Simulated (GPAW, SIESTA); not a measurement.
A SIESTA input for a self-consistent single point of Mo6IrRu (Pm-3, 8 atoms in the cell) (DFT, LDA PW92, numerical atomic orbitals DZP, PseudoDojo LDA standard norm-conserving potentials (rewritten from UPF to PSML)):

```
# files in the folder: Mo.psml Ru.psml Ir.psml (PseudoDojo LDA standard)
SystemName  Mo6IrRu
SystemLabel siesta

NumberOfAtoms                8
NumberOfSpecies              3
%block ChemicalSpeciesLabel
  1 42 Mo
  2 44 Ru
  3 77 Ir
%endblock ChemicalSpeciesLabel
LatticeConstant              1.0 Bohr
%block LatticeVectors
     9.595919657    0.000000000    0.000000000
     0.000000000    9.595919657    0.000000000
     0.000000000    0.000000000    9.595919657
%endblock LatticeVectors
AtomicCoordinatesFormat      Ang
%block AtomicCoordinatesAndAtomicSpecies
     0.000000000    2.538971000    3.812315736  1
     0.000000000    2.538971000    1.265626264  1
     3.812315736    0.000000000    2.538971000  1
     1.265626264    0.000000000    2.538971000  1
     2.538971000    3.812315736    0.000000000  1
     2.538971000    1.265626264    0.000000000  1
     0.000000000    0.000000000    0.000000000  2
     2.538971000    2.538971000    2.538971000  3
%endblock AtomicCoordinatesAndAtomicSpecies

XC.functional                LDA
XC.authors                   PW92
PAO.BasisSize                DZP
PAO.EnergyShift              0.005 Ry
MeshCutoff                   300 Ry
%block kgrid.MonkhorstPack
    5   0   0  0.0
    0   5   0  0.0
    0   0   5  0.0
%endblock kgrid.MonkhorstPack
OccupationFunction           MP
OccupationMPOrder            0
ElectronicTemperature        0.272 eV

MaxSCFIterations             150
SCF.Mixer.Method             Pulay
SCF.Mixer.Weight             0.1
SCF.Mixer.History            6
SCF.DM.Tolerance             1.0E-05
Diag.ParallelOverK           true
WriteForces                  true
```

Problem. Give the GPAW input for the same structure, mesh, smearing and functional.

Solution. This is the input that was run; spellings and numerical settings could be chosen otherwise.

```python
from ase import Atoms
from ase.units import GPa
from gpaw import GPAW

atoms = Atoms(['Mo', 'Mo', 'Mo', 'Mo', 'Mo', 'Mo', 'Ru', 'Ir'],
              cell=[[5.077942, 0.000000, 0.000000],
                    [0.000000, 5.077942, 0.000000],
                    [0.000000, 0.000000, 5.077942]],
              scaled_positions=[[0.000000, 0.500000, 0.750760],
                                [0.000000, 0.500000, 0.249240],
                                [0.750760, 0.000000, 0.500000],
                                [0.249240, 0.000000, 0.500000],
                                [0.500000, 0.750760, 0.000000],
                                [0.500000, 0.249240, 0.000000],
                                [0.000000, 0.000000, 0.000000],
                                [0.500000, 0.500000, 0.500000]],
              pbc=True)

calc = GPAW(mode={'name': 'pw', 'ecut': 600},
            xc='LDA',
            kpts=(5, 5, 5),
            occupations={'name': 'methfessel-paxton', 'width': 0.272, 'order': 0},
            nbands=-12,
            convergence={'density': 1e-05},
            symmetry={'symmorphic': False, 'tolerance': 0.0005},
            maxiter=120,
            txt='-')

atoms.calc = calc

energy = atoms.get_potential_energy()
print('Energy (eV):', round(energy, 6))
forces = atoms.get_forces()
print('Forces (eV/Ang):')
print(forces.round(5))
stress = atoms.get_stress()
print('Stress (GPa, Voigt):', (stress / GPa).round(4))
```

Basis settings and potentials, where a program has them, do not carry over. This input uses DFT LDA (Perdew-Wang 92), plane waves, GPAW PAW datasets LDA (gpaw-data 1.0.1). LDA parametrisations can differ slightly between programs.

The starting cell comes from a database of computed structures (which also holds hypothetical and non-ambient phases and stackings), without a prior relaxation at this level. Its lattice was rescaled by a random factor within 2.5 % of one.
